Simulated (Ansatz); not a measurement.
For TaGe2 (model structure, started from the fluorite type, Fm-3m, No. 225, 3 atoms in the cell), PBE (plane waves, PAW; Ansatz, an electronic-structure program) gives:

equilibrium lattice constant a: 6.274 Å
enthalpy of formation: 0.461 eV/atom

Q: What does PBE-D3(BJ) in Ansatz (PAW) give for the same quantities?

A: 
- lattice constant a: 6.207 Å (shrinks by 1.1 %)
- formation enthalpy: 0.464 eV/atom (rises by 0.003 eV/atom)

Changes are worked out from the printed values.

Unless a cell is named, each level is at its own relaxed cell (PBE 20.58, PBE-D3(BJ) 19.93 Å³/atom).

Levels without +SOC leave out spin–orbit coupling, which shifts energies and cells of such heavy elements.

Ansatz's density-functional and Hartree–Fock values are scalar-relativistic unless marked +SOC, with PAW data made under PBE.

A model structure was made by putting elements into a prototype or built by hand; it is no filed structure, need not be a known phase, and can be a saddle point held by its symmetry.
